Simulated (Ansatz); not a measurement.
The starting structures come from a database of crystals and need not be the phases stable at ambient conditions.

 Where the default PAW files enter, the runs use the earlier of Ansatz's two default sets.

Data:

```yaml
crystal:
  lattice:
    - [5.75429, 0.00000, 0.00000]
    - [1.04744, 7.68760, 0.00000]
    - [-2.35342, 3.84380, 2.60214]
  atoms:
    - { symbol: In, position: [0.00000, 0.50000, 0.00000] }
    - { symbol: In, position: [0.00000, 0.00000, 0.00000] }
    - { symbol: F, position: [0.14571, 0.60429, 0.29142] }
    - { symbol: F, position: [0.85429, 0.39571, 0.70858] }
    - { symbol: F, position: [0.85429, 0.89571, 0.35429] }
    - { symbol: F, position: [0.14571, 0.10429, 0.64571] }
    - { symbol: F, position: [0.50000, 0.25000, 0.35429] }
    - { symbol: F, position: [0.50000, 0.75000, 0.64571] }
```

Space group of this cell: R-3c. The cell is taken as given.

Transport runs along the normal of the first two printed cell vectors, the (110) plane of the conventional cell.

No gap correction and no spin-orbit coupling; mid-gap values are interpolated between computed energies.

Give the band gap and the smallest decay constant κ at mid-gap that r2SCAN (Ansatz, a program for electronic structure) yields.

Gap 5.09 eV on a 12×12×12 mesh; κ = 0.461 1/Å, at the zone centre.
